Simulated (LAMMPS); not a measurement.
Ni (fcc) at 100 K and zero pressure, started from the crystal, with several potentials, in cells of their own sizes.

Models:
- EAM-type CuNi.eam.alloy: classical MD, pair style eam/alloy, file CuNi.eam.alloy (LAMMPS); Onat and Durukanoglu, J Phys Cond Matt, 26, 035404 (2014)
- EAM-type Ni.adp: classical MD, pair style adp, file Ni.adp (LAMMPS); Mishin et al, Acta Mater, 53, 4029 (2005)
- EAM-type NiAlH_jea.eam.alloy: classical MD, pair style eam/alloy, file NiAlH_jea.eam.alloy (LAMMPS); Moody and Baskes, Modell Sim Mater Sci Eng, 3, 289-307 (1995)
- EAM-type smf7: classical MD, pair style eam, the elements' _smf7.eam files (smf7) (LAMMPS); Foiles, Phys Rev B 32, 7685 (1985)
- EAM-type universal-3 set of Foiles, Baskes and Daw: classical MD, pair style eam, the elements' _u3.eam files (universal-3 set of Foiles, Baskes and Daw) (LAMMPS); Foiles et al, Phys Rev B, 33, 7983 (1986)
- MEAM MoCoNiVFeAlCr_2nn.meam: classical MD, pair style meam, file MoCoNiVFeAlCr_2nn.meam (LAMMPS); Wang, J., Kwon, H., Kim, H.S. et al. A neural network model for high entropy alloy design. npj Comput Mater 9, 60 (2023).
- MEAM Ni.meam: classical MD, pair style meam, file Ni.meam (LAMMPS)
- MEAM library.meam-Ni: classical MD, pair style meam, file library.meam (library.meam-Ni) (LAMMPS); Baskes, Phys Rev B, 46, 2727-2742 (1992)
- SNAP Ni_Zuo_JPCA2020.quadratic.snap: MD with a machine-learned potential, pair style snap, file Ni_Zuo_JPCA2020.quadratic.snap (LAMMPS); Y. Zuo, C. Chen, X, Li, Z. Deng, Y. Chen, J. Behler, G. Csányi, A. V. Shapeev, A. P. Thompson, M. A. Wood, S. P. Ong, "Performance and Cost Assessment of Machine Learning Interatomic Potentials" J. Phys. Chem. A 124, 4, 731-745 (2020)
- SNAP Ni_Zuo_JPCA2020.snap: MD with a machine-learned potential, pair style snap, file Ni_Zuo_JPCA2020.snap (LAMMPS); Y. Zuo, C. Chen, X, Li, Z. Deng, Y. Chen, J. Behler, G. Csányi, A. V. Shapeev, A. P. Thompson, M. A. Wood, S. P. Ong, "Performance and Cost Assessment of Machine Learning Interatomic Potentials" J. Phys. Chem. A 124, 4, 731-745 (2020)

```csv
potential,state,volume,first peak of g(r),coordination number,mean phonon frequency,rough cost (ms per atom and simulated ps)
EAM-type CuNi.eam.alloy,crystal; no diffusion seen in 30 ps,10.9519 ± 0.0001 Å³/atom,"2.49 Å, height 14.3",12.0 (counted to 3.02 Å),5.9 THz,1 to 3
EAM-type Ni.adp,crystal; no diffusion seen in 30 ps,10.9274 ± 0.0001 Å³/atom,"2.49 Å, height 15.5",12.0 (counted to 2.98 Å),6.5 THz,1 to 3
EAM-type NiAlH_jea.eam.alloy,crystal; no diffusion seen in 30 ps,10.9470 ± 0.0001 Å³/atom,"2.49 Å, height 15.2",12.0 (counted to 3.02 Å),6.3 THz,1 to 3
EAM-type smf7,crystal; no diffusion seen in 30 ps,10.9475 ± 0.0001 Å³/atom,"2.49 Å, height 15.7",12.0 (counted to 3.02 Å),6.6 THz,0.3 to 1
"EAM-type universal-3 set of Foiles, Baskes and Daw",crystal; no diffusion seen in 30 ps,10.9515 ± 0.0001 Å³/atom,"2.49 Å, height 15.4",12.0 (counted to 3.02 Å),6.5 THz,1 to 3
MEAM MoCoNiVFeAlCr_2nn.meam,crystal; no diffusion seen in 30 ps,10.9558 ± 0.0001 Å³/atom,"2.50 Å, height 16.2",12.0 (counted to 3.02 Å),6.6 THz,3 to 10
MEAM Ni.meam,crystal; no diffusion seen in 30 ps,10.9383 ± 0.0001 Å³/atom,"2.49 Å, height 15.8",12.0 (counted to 3.02 Å),6.5 THz,3 to 10
MEAM library.meam-Ni,crystal; no diffusion seen in 30 ps,10.9380 ± 0.0001 Å³/atom,"2.49 Å, height 15.8",12.0 (counted to 3.02 Å),6.6 THz,1 to 3
SNAP Ni_Zuo_JPCA2020.quadratic.snap,crystal; no diffusion seen in 15 ps,10.9566 ± 0.0003 Å³/atom,"2.49 Å, height 14.8",12.0 (counted to 2.98 Å),6.1 THz,30 to 100
SNAP Ni_Zuo_JPCA2020.snap,crystal; no diffusion seen in 15 ps,10.9540 ± 0.0001 Å³/atom,"2.49 Å, height 14.6",12.0 (counted to 3.02 Å),-,30 to 100
```

Costs are rough: whole-run CPU time with set-up and analysis, from shared machines, in bands a factor of about three wide.

Caution: the potential MEAM library.meam-Ni is a first-neighbour MEAM set with a 4 Å cutoff, used here without a parameter file and away from the static properties it was fitted to.

States go by the mean squared displacement: a species diffuses where it passes 1.5 Å², still rises and gives D over 1e-6 cm²/s; a crystal has left its structure where atoms lie 0.35 Å off their sites on average or a cubic box changes its shape by 3 %, or the axial ratios of another lie 8 % off the starting cell's, which the potential's own relaxation can also do.

Errors shown are sampling errors alone.
